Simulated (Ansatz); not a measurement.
# Several settings converged on CoGe (R3, 8 atoms in the cell)

```
CoGe
1.0
    4.59321     0.00000     0.00000
    0.00000     4.59321     0.00000
    0.00000     0.00000     4.59321
Co Ge
4 4
Cartesian
  0.65736   0.65736   0.65736
  1.66812   3.96472   2.92509
  2.92509   1.66812   3.96472
  3.96472   2.92509   1.66812
  3.85742   3.85742   3.85742
  3.03239   0.73579   1.56082
  1.56082   3.03239   0.73579
  0.73579   1.56082   3.03239
```

Base method: PBEsol, default PAW files made with PBE (plane waves; Ansatz, a program for electronic structure).

Base settings: basis.ecutwfc = 420 eV; kpoints.mp_grid.grid = 4 4 4; hamiltonian.xc = pbesol; hamiltonian.pseudopotentials = {kind: paw} (the program's default PAW files); scf.occupations.method = fermi_dirac; scf.occupations.width = 0.1 eV.

The count of work is k-points × plane waves × bands × iterations; it is no time. Core times come from one kind of shared machine, to one figure; runs under 30 s give none.

**The cutoff for other potential files**

Level: DFT, PBEsol, plane waves, harder PAW files (source: ansatz) made with PBE.

In this ladder: hamiltonian.pseudopotentials = {kind: paw, source: ansatz}.

The second cell is the first with its lattice scaled by 0.98.

The mesh stays at the base's, so the ladder's end is converged at best in this setting alone.

The first pressure column holds Ansatz's estimate of the finite-basis (Pulay) stress, which hides part of the cutoff error; the other is without it.

Only quantities that move along the ladder and can be compared are tabulated.

```tsv
basis.ecutwfc	free energy less the last step's (meV/atom)	energy of the compressed cell less the first (meV/atom)	pressure (GPa)	pressure without the Pulay estimate (GPa)	largest difference of a force vector from the last step's (eV/Å)	count of work / last	core time / last (rough)
405 eV	8657.49	26.90	-0.44	-549.54	0.494	0.096	–
495 eV	1634.43	37.48	-3.20	-141.61	0.262	0.15	–
630 eV	85.99	15.31	-2.83	-14.44	0.031	0.20	–
765 eV	2.86	14.30	-2.94	-3.37	0.000	0.28	–
900 eV	0.59	14.20	-2.95	-2.97	0.000	0.36	0.5
1080 eV	0.35	14.18	-2.95	-2.96	0.000	0.46	0.6
1350 eV	0.12	14.17	-2.95	-2.96	0.000	0.65	1
1800 eV	0.00	14.17	-2.96	-2.96	0.000	1.0	1
```

Coarsest basis.ecutwfc that holds the energy of the compressed cell less the first within 2 meV/atom of the last step, with all finer ones: 630 eV, at 0.20 of the last step's count of work; the step before is off by 23 meV/atom.

Coarsest basis.ecutwfc that holds the free energy within 2 meV/atom of the last step, with all finer ones: 900 eV, at 0.36 of the last step's count of work; the step before is off by 2.9 meV/atom.

Coarsest basis.ecutwfc that holds the pressure within 0.05 GPa of the last step, with all finer ones: 765 eV, at 0.28 of the last step's count of work; the step before is off by 0.13 GPa.

The energy difference between the two cells stays within 1 meV/atom of the last step's from 765 eV on, the total only from 900 eV on: much of the error is common to both cells and cancels.

At the lowest cutoff the pressure without the Pulay estimate lies 547 GPa under the last step's, the usual sign of Pulay stress in an incomplete plane-wave basis.

**The density cutoff**

The mesh stays at the base's, so the ladder's end is converged at best in this setting alone.

Only quantities that move along the ladder and can be compared are tabulated.

```tsv
basis.ecutrho_ratio	free energy less the last step's (meV/atom)	pressure (GPa)	largest difference of a force vector from the last step's (eV/Å)
2	-19.61	-1.47	0.035
3	-0.47	-2.98	0.001
4	-0.01	-3.02	0.000
5	0.00	-3.02	0.000
6	0.00	-3.02	0.000
8	0.00	-3.02	0.000
10	0.00	-3.02	0.000
12	0.00	-3.02	0.000
16	0.00	-3.02	0.000
```

Coarsest basis.ecutrho_ratio that holds the pressure within 0.05 GPa of the last step, with all finer ones: 3; the step before is off by 1.5 GPa.

Coarsest basis.ecutrho_ratio that holds the free energy within 1 meV/atom of the last step, with all finer ones: 3; the step before is off by 20 meV/atom.

Coarsest basis.ecutrho_ratio that holds the forces within 0.005 eV/Å of the last step, with all finer ones: 3; the step before is off by 0.035 eV/Å.

**The relaxed cell against the cutoff**

On CoGe (P2_13, 8 atoms in the cell): atoms on their sites.

In this ladder: relax = cell and atoms.

The mesh stays at the base's, so the ladder's end is converged at best in this setting alone.

Only quantities that move along the ladder and can be compared are tabulated.

```tsv
basis.ecutwfc	relaxed volume (Å³/atom)	relaxation steps	core time / last (rough)
295 eV	12.002	12	0.7
355 eV	11.933	10	0.8
420 eV	11.922	6	0.4
505 eV	11.921	6	0.7
630 eV	11.921	6	0.7
840 eV	11.921	6	1
```

Coarsest basis.ecutwfc that holds the relaxed volume within 0.024 Å³/atom of the last step, with all finer ones: 355 eV; the step before is off by 0.081 Å³/atom.

At the lowest cutoff the cell relaxes to a volume 0.7 % larger than at the highest. Ansatz relaxes on a stress corrected for the finite basis.

On the base run: the starting cell comes from a database of computed structures (which also holds hypothetical and non-ambient phases and stackings), without a prior relaxation at this level. Its lattice was rescaled by up to half a per cent. One atom was moved a little off its site on purpose. Spin polarisation is off. Without a gap this mesh is coarse (it stands for a supercell whose shortest vector is 18 Å).

Left out of this page: 2 runs of the series stopped by limits of time or memory.

Keys are those of Ansatz 0.2.
